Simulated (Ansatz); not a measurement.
Output of an Ansatz run (abridged):

```
WARN the atoms were moved onto the symmetric positions of the space group found under crystal.symmetry.tolerance 1.0e-5 (fractional …
WARN ansatz: RAYON_NUM_THREADS=1 ignored (pool sized by the plan → 1); use --threads N
Pseudopotentials: kind: paw
Pseudopotential: Na, paw, valence charge 9
Pseudopotential: Cd, paw, valence charge 20
Crystal: 6 atoms, lattice volume = 214.006 Å³
Basis set: ecut = 420.4159175005146 eV, 4279 PW (Γ), exchange–correlation on 90×90×90 points (8 copies of the dense FFT grid, shifted against one another)
Bands: 46, of which v1, the nominal top of the filled ones, is band 38 counted from 1 (37 counted from 0)
Symmetry: 48 space group operations
Space group: Fd-3m (ITA 227), of the structure as read, at distance tolerance 6.0e-5 Å
k-points: 29 of 512
Initial density: superposition of atomic densities (neutral atoms: chi_scale 0, normalization atom), corrected by the library's trained network
Initial wavefunctions: pseudopotential atomic-orbital guess
Eigensolver: davidson
Functional: x = pbe(κ = 0.804, μ = 0.2195149727645171), c = pbe(β = 0.06672455060314922)
SCF iter   1: F=—  HF=-22453.934119 eV  |F-HF|=—  |Δ(HF+E_count)|=         —  Δρ=8.40e-4  dr2=4.92e-3  ethr=1.77e-3  ⟨swp⟩=8.1  Hψ=5075  notcnv=0
all-band conjugate gradients solve this SCF's bands
preconditioner: auto → Resta (q_TF=auto, 2.296 Å⁻¹)
SCF iter   2: F=—  HF=-22453.934239 eV  |F-HF|=—  |Δ(HF+E_count)|=   1.20e-4  S|Δr|=    0.00e0  Δρ=5.19e-4  dr2=1.45e-3  ethr=6.47e-6  ⟨swp⟩=2.0  Hψ=1635  notcnv=0
SCF iter   3: F=—  HF=-22453.934146 eV  |F-HF|=—  |Δ(HF+E_count)|=   9.27e-5  S|Δr|=    0.00e0  Δρ=1.42e-4  dr2=7.08e-5  ethr=1.91e-6  ⟨swp⟩=2.0  Hψ=1395  notcnv=0
SCF iter   4: F=—  HF=-22453.934050 eV  |F-HF|=—  |Δ(HF+E_count)|=   9.64e-5  S|Δr|=    0.00e0  Δρ=6.49e-5  dr2=1.86e-5  ethr=9.32e-8  ⟨swp⟩=2.0  Hψ=1624  notcnv=0
SCF iter   5: F=—  HF=-22453.934058 eV  |F-HF|=—  |Δ(HF+E_count)|=   7.53e-6  S|Δr|=    0.00e0  Δρ=3.86e-5  dr2=1.02e-5  ethr=2.45e-8  ⟨swp⟩=2.0  Hψ=1686  notcnv=0
SCF iter   6: F=—  HF=-22453.934055 eV  |F-HF|=—  |Δ(HF+E_count)|=   2.71e-6  S|Δr|=    0.00e0  Δρ=1.35e-5  dr2=1.25e-6  ethr=1.35e-8  ⟨swp⟩=2.0  Hψ=1371  notcnv=0
SCF iter   7: F=-22453.934055 eV  HF=-22453.934055 eV  |F-HF|=7.30e-9  |Δ(HF+E_count)|=   3.33e-7  S|Δr|=    0.00e0  Δρ=1.82e-6  dr2=1.14e-8  ethr=1.32e-10  ⟨swp⟩=7.6  Hψ=5429  notcnv=0
SCF 1 converged in 7 iterations: F = -22453.934055 eV  dr2 = 1.14e-8
SCF converged after 7 iterations
Stability not checked (fill_not_monotonic)
Free energy (F): -22453.934055 eV
Harris-Foulkes:  -22453.934055 eV  (|F-HF|=7.30e-9)
Internal energy: -22453.931127 eV  (E = F + TS)
E sigma→0 (E₀):  -22453.933079 eV
Entropy (-TS):   -0.002928 eV (-0.488 meV/atom)
Fermi energy:    3.809188 eV
--- Per-component energies (eV) ---
  E_band       = -2098.905638
  E_kinetic    = 1489.140397
  E_local      = -13964.184229  (includes V_loc(G=0)·N_el)
  E_nonlocal   = 524.572235
  E_hartree    = 5864.498544
  E_xc         = -504.954867
  E_vxc        = -637.479820  (∫ρ·V_xc dr)
  E_paw        = -9218.468148  (= ΣΔE_a)
  E_vpaw       = -1239.943967  (= ΣTr[D̂ρ^β])
  E_aug_tail   = -0.000099  (compensation charges beyond the density's cutoff)
  E_ewald      = -6644.534961
  E_smearing   = -0.002928  (= −TS)
  E_closure    = 0.000000  (closes the sum)
  Σ components = -22453.934055   (vs F -22453.934055, Δ=0.00e0)
--- Forces (eV/Å), atoms counted from 1 ---
  atom   1  Na     0.00000000     0.00000000     0.00000000
   [... zero for the other atoms too ...]
  max |Σ_I F_I| component: 1.39e-17 eV/Å
--- Stress (GPa, compression-positive) ---
       -0.970282       0.000000       0.000000
       -0.000000      -0.970282       0.000000
        0.000000       0.000000      -0.970282
  P = ⅓ Tr σ = -0.9703 GPa (-9.703 kbar)
  The stress holds the Pulay correction. Without it, at fixed plane waves, as pw.x and ABINIT print it: P = -0.9850 GPa
--- Band table (eV; the first three rows and the last of 29) ---
  k-point 0: bands = ["-98.8545", "-98.8545", "-59.9080", "-59.9080", "-59.9080", "-59.9078", "-59.9078", "-59.9078", "-49.3253", "-49.3198", "-49.3198", "-49.3198", "-21.3188", "-21.2657", "-21.2657", "-21.2657", "-21.2467", "-21.2467", "-21.2204", [...]
  k-point 1: bands = ["-98.8545", "-98.8545", "-59.9080", "-59.9080", "-59.9080", "-59.9078", "-59.9078", "-59.9078", "-49.3251", "-49.3199", "-49.3198", "-49.3198", "-21.3167", "-21.2654", "-21.2648", "-21.2648", "-21.2462", "-21.2462", "-21.2229", [...]
  k-point 2: bands = ["-98.8545", "-98.8545", "-59.9080", "-59.9080", "-59.9080", "-59.9078", "-59.9078", "-59.9078", "-49.3247", "-49.3203", "-49.3198", "-49.3198", "-21.3111", "-21.2645", "-21.2626", "-21.2626", "-21.2445", "-21.2445", "-21.2296", [...]
  k-point 28: bands = ["-98.8545", "-98.8545", "-59.9080", "-59.9080", "-59.9079", "-59.9079", "-59.9078", "-59.9078", "-49.3225", "-49.3225", "-49.3198", "-49.3198", "-21.2829", "-21.2829", "-21.2517", "-21.2517", "-21.2416", "-21.2416", [...]
```

The structure:

```xyz
6
Lattice="0.0000 4.7475 4.7475 4.7475 0.0000 4.7475 4.7475 4.7475 0.0000" Properties=species:S:1:pos:R:3 pbc="T T T"
Na     1.1869     1.1869     1.1869
Na     1.1869     3.5606     3.5606
Na     3.5606     1.1869     3.5606
Na     3.5606     3.5606     1.1869
Cd     7.1213     7.1213     7.1213
Cd     4.7475     4.7475     4.7475
```

Q: What input produced this log?

A: Other spellings and defaults could give the same log, and not every line can be read from it. The input that was run (DFT, PBE, plane waves, default PAW files):

Ansatz 0.2 input:
```yaml
crystal:
  lattice:
    - [0.000000, 4.747502, 4.747502]
    - [4.747502, 0.000000, 4.747502]
    - [4.747502, 4.747502, 0.000000]
  atoms:
    - { symbol: Na, position_ang: [1.186875, 1.186875, 1.186875] }
    - { symbol: Na, position_ang: [1.186875, 3.560627, 3.560627] }
    - { symbol: Na, position_ang: [3.560627, 1.186875, 3.560626] }
    - { symbol: Na, position_ang: [3.560626, 3.560626, 1.186875] }
    - { symbol: Cd, position_ang: [7.121253, 7.121253, 7.121253] }
    - { symbol: Cd, position_ang: [4.747502, 4.747502, 4.747502] }
basis:
  ecutwfc: 30.9 Ry
kpoints:
  mp_grid: { grid: [8, 8, 8] }
hamiltonian:
  xc: pbe
  pseudopotentials: { kind: paw }
scf:
  occupations: { method: cold, width: 0.01 Ry }
output:
  forces: true
  eigenvalues: true
  stress: true
```

The starting cell was generated: these elements placed on a structure prototype, without a prior relaxation; it need not be a known phase or ordering of this composition. Its lattice was rescaled by a random factor within 2.5 % of one. Ansatz's pressure includes its estimate of the finite-basis (Pulay) stress.

Ansatz is a program for electronic structure.
